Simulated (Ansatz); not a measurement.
Input and output of a self-consistent single point for LaPt₂ (R3m, 6 atoms in the cell) (Ansatz, a quantum-chemistry and plane-wave program).

Method of the run: LDA (PW92), harder PAW files (source: ansatz) made with PBE (plane waves; Ansatz).

```
CELL_PARAMETERS angstrom
      0.00000     3.89244     3.89244
      3.89244     0.00000     3.89244
      3.89244     3.89244     0.00000
ATOMIC_POSITIONS crystal
  La 0.50371 0.50371 0.50371
  La 0.75000 0.75000 0.75000
  Pt 0.12500 0.12500 0.12500
  Pt 0.62500 0.12500 0.12500
  Pt 0.12500 0.12500 0.62500
  Pt 0.12500 0.62500 0.12500
```

Reference input (self-consistent single point, DFT, LDA (PW92), plane waves, default PAW files made with PBE): basis.ecutwfc = 420 eV; kpoints.mp_grid.grid = 5 5 5; hamiltonian.xc = lda; hamiltonian.pseudopotentials = {kind: paw} (the program's default PAW files); scf.occupations.method = fermi_dirac; scf.occupations.width = 0.1 eV. This run's input differs from it in these lines:

Ansatz 0.2 input:
```diff
@@ -14,3 +14,3 @@
 basis:
-  ecutwfc: 420.0
+  ecutwfc: 510.0
 kpoints:
@@ -19,3 +19,3 @@
   xc: lda
-  pseudopotentials: { kind: paw }
+  pseudopotentials: { kind: paw, source: ansatz }
 scf:
```

Log, with long lists cut:

```
SCF iter   1: F=—  HF=-61351.437694 eV  |F-HF|=—  |Δ(HF+E_count)|=         —  Δρ=7.45e-1  dr2=1.77e3  ethr=3.10e-3  ⟨swp⟩=6.2  Hψ=4108  notcnv=0
all-band conjugate gradients solve this SCF's bands
preconditioner: auto → Kerker (q_TF=auto, 2.627 Å⁻¹)
SCF iter   2: F=—  HF=-61425.896918 eV  |F-HF|=—  |Δ(HF+E_count)|=    7.45e1  Δρ=2.52e-1  dr2=1.07e2  ethr=3.10e-3  ⟨swp⟩=15.8  Hψ=10617  notcnv=0  defer=5
   [... lines left out ...]
SCF iter   9: F=—  HF=-61295.134475 eV  |F-HF|=—  |Δ(HF+E_count)|=   1.71e-3  Δρ=4.21e-4  dr2=4.72e-4  ethr=6.45e-6  ⟨swp⟩=4.1  Hψ=2017  notcnv=0  defer=12
SCF iter  10: F=—  HF=-61295.134286 eV  |F-HF|=—  |Δ(HF+E_count)|=   1.89e-4  Δρ=6.68e-5  dr2=1.37e-5  ethr=5.02e-7  ⟨swp⟩=4.4  Hψ=2087  notcnv=0  defer=7
SCF iter  11: F=—  HF=-61295.134576 eV  |F-HF|=—  |Δ(HF+E_count)|=   2.90e-4  Δρ=2.42e-5  dr2=1.76e-6  ethr=1.45e-8  ⟨swp⟩=3.4  Hψ=1694  notcnv=0  defer=7
SCF iter  12: F=-61295.134576 eV  HF=-61295.134576 eV  |F-HF|=2.09e-8  |Δ(HF+E_count)|=   3.88e-7  Δρ=2.92e-6  dr2=2.04e-8  ethr=1.06e-10  ⟨swp⟩=30.9  Hψ=10601  notcnv=0
SCF 1 converged in 12 iterations: F = -61295.134576 eV  dr2 = 2.04e-8
Free energy (F): -61295.134576 eV
Internal energy: -61295.052229 eV  (E = F + TS)
E sigma→0 (E₀):  -61295.093402 eV
Entropy (-TS):   -0.082347 eV (-13.724 meV/atom)
Fermi energy:    19.065628 eV
--- Forces (eV/Å), atoms counted from 1 ---
  atom   1  La    -0.13498390    -0.13498390    -0.13498390
  atom   2  La     0.06056327     0.06056327     0.06056327
  atom   3  Pt     0.00217416     0.00217416     0.00217416
  atom   4  Pt     0.03422754     0.01900874     0.01900874
  atom   5  Pt     0.01900874     0.01900874     0.03422754
  atom   6  Pt     0.01900874     0.03422754     0.01900874
--- Stress (GPa, compression-positive) ---
       -5.643892       0.149182       0.149182
        0.149182      -5.643892       0.149182
        0.149182       0.149182      -5.643892
  P = ⅓ Tr σ = -5.6439 GPa (-56.439 kbar)
  The stress holds the Pulay correction. Without it, at fixed plane waves, as pw.x and ABINIT print it: P = -5.9861 GPa
```

The run converged in 12 iterations. Against the reference run the pressure moves little (-5.71 to -5.64 GPa) and the largest force hardly changes (0.233 to 0.234 eV/Å).

The starting cell comes from a database of computed structures (which also holds hypothetical and non-ambient phases and stackings), without a prior relaxation at this level. Its lattice was rescaled by up to half a per cent. One atom was moved a little off its site on purpose. Spin polarisation is off. Ansatz's pressure includes its estimate of the finite-basis (Pulay) stress. The cutoff lies below the one recommended for these files.

Cost on one core of a shared machine: roughly 40 s.
